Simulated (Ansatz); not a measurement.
**LuBeNO (model structure, started from the LaZnOP type, P4/nmm, No. 129, 8 atoms in the cell)**

Level of theory: LDA in Ansatz (PAW).

Run with plane-wave cutoff 520 eV, 10×10×4 k mesh (along the axes of the cell as run), Fermi–Dirac smearing 0.01 eV, scalar-relativistic PAW data made under PBE.

Cell (relaxed at this level):

```cif
data_Be2Lu2N2O2
_chemical_formula_sum 'Lu2 Be2 N2 O2'
_space_group_name_H-M_alt 'P4/nmm :1'
_space_group_IT_number 129
_space_group_name_Hall 'P 4ab 2ab -1ab'
_cell_length_a 3.39786
_cell_length_b 3.39786
_cell_length_c 6.92659
_cell_angle_alpha 90.000
_cell_angle_beta 90.000
_cell_angle_gamma 90.000
loop_
_space_group_symop_operation_xyz
  'x, y, z'
  '-y+1/2, x+1/2, z'
  '-x, -y, z'
  'y+1/2, -x+1/2, z'
  'x+1/2, -y+1/2, -z'
  '-y, -x, -z'
  '-x+1/2, y+1/2, -z'
  'y, x, -z'
  '-x+1/2, -y+1/2, -z'
  'y, -x, -z'
  'x+1/2, y+1/2, -z'
  '-y, x, -z'
  '-x, y, z'
  'y+1/2, x+1/2, z'
  'x, -y, z'
  '-y+1/2, -x+1/2, z'
loop_
_atom_site_label
_atom_site_type_symbol
_atom_site_symmetry_multiplicity
_atom_site_Wyckoff_symbol
_atom_site_fract_x
_atom_site_fract_y
_atom_site_fract_z
_atom_site_occupancy
Lu1 Lu 2 c 0.50000 0.00000 0.17364 1
Be1 Be 2 b 0.50000 0.50000 0.50000 1
N1 N 2 c 0.00000 0.50000 0.40210 1
O1 O 2 a 0.00000 0.00000 0.00000 1
```

```yaml
band_gap: 3.66 eV
smallest_direct_gap_on_the_k_points_sampled: 3.91 eV
direct gap at Γ: 4.13 eV
```

Note: the relaxation could raise the start's symmetry but not lower it, so the cell can be a saddle point.

Spin–orbit coupling is not included.

Static lattice: no zero-point or thermal effects.

A model structure was made by putting elements into a prototype or built by hand; it is no filed structure, need not be a known phase, and can be a saddle point held by its symmetry.

Ansatz is a program for electronic structure.
